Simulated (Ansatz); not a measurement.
## The (001) surface of tetragonal MoSi2 in its 1x1 cell (cut with top plane Mo, bottom plane Mo), outermost plane spacing 1.30 Å in the ideal cut (one of several cuts of this face), with 1 Mo a cell over the bulk's ratio

Level of theory: PBE (plane waves to 420 eV, PAW; Ansatz, a quantum-chemistry and plane-wave program).

Slab: 10 atoms, Mo4Si6, 11.8 Å thick at the start; k 12x12x1, smearing 0.1 eV, dipole-corrected; all atoms relaxed; start symmetry kept, larger cells not searched; no spin, no spin-orbit, no U.

```json
{
 "work_function_of_the_top_face": "3.90 eV",
 "energy_released_by_relaxation": "0.27 eV",
 "cost": "around 3 core-minutes (rough)"
}
```
